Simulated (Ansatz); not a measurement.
Start from ZnSe in the zinc blende structure (space group F-43m, No. 216).

```
CELL_PARAMETERS angstrom
      0.00000     2.78375     2.78375
      2.78375     0.00000     2.78375
      2.78375     2.78375     0.00000
ATOMIC_POSITIONS crystal
  Zn 0.00000 0.00000 0.00000
  Se 0.25000 0.25000 0.25000
```

Cartesian axes are those of the cell as printed.

All numbers come from LDA/PAW in Ansatz (a quantum-chemistry and plane-wave program), spin-orbit coupling left out.

Before the change:

| Quantity | Value |
|---|---|
| Gap character | direct at Γ |

One thing is altered: biaxial strain +1.00 %, plane normal [001], relaxed out of plane (Cartesian); in-plane vectors clamped, the third vector and the atoms free.

Question: How does this affect the out-of-plane strain, gap character and energy relative to the base?

Answer: The out-of-plane strain comes out as -1.22 %; the gap character remains direct at Γ; the energy increases by 1.1 meV/atom.

Gaps are Kohn–Sham eigenvalue differences; semilocal functionals usually give less than the measured gap. Whether these cells are dynamically stable was not tested. Labels are those of the standard path for the cell's own space group.
